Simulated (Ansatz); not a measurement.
Input:

```yaml
crystal:
  lattice:
    - [1.96515, -7.22117, 0.00000]
    - [1.96515, 7.22117, 0.00000]
    - [0.00000, 0.00000, 5.57019]
  atoms:
    - { symbol: La, position: [0.83030, 0.16970, 0.16840] }
    - { symbol: La, position: [0.16970, 0.83030, 0.66840] }
    - { symbol: Ta, position: [0.58626, 0.41374, 0.21647] }
    - { symbol: Ta, position: [0.41374, 0.58626, 0.71647] }
    - { symbol: O, position: [0.91399, 0.08601, 0.74784] }
    - { symbol: O, position: [0.08601, 0.91399, 0.24784] }
    - { symbol: O, position: [0.46676, 0.53324, 0.06396] }
    - { symbol: O, position: [0.53324, 0.46676, 0.56396] }
    - { symbol: O, position: [0.70090, 0.29910, 0.42393] }
    - { symbol: O, position: [0.29910, 0.70090, 0.92393] }
    - { symbol: O, position: [0.66544, 0.33456, 0.94601] }
    - { symbol: O, position: [0.33456, 0.66544, 0.44601] }
```

No spin polarisation.

Level of theory: Ansatz (a first-principles code), PBEsol, PAW, cutoff 420 eV, spin-orbit coupling left out. Γ-centred 7×7×5 mesh, Fermi–Dirac width 0.05 eV.

Task: Predict the electron mass, gap character and width of the top valence band.

Result: 
```json
{
  "electron_mass": "0.89 mₑ along a, 1.7 mₑ along b, 1.4 mₑ along c (at Γ)",
  "gap_character": "direct at Γ",
  "width_of_the_top_valence_band": "0.41 eV"
}
```

With Ta present, leaving out spin-orbit coupling can change the band edges. Load acts through the strain it causes; cell and atoms are relaxed under it. Effective masses come from finite differences of ±0.01 Å⁻¹. Stability against distortions was not tested. The cell was made from LaTaO₄ (space group Cmc2_1, No. 36) by this change: pressure 3 GPa.
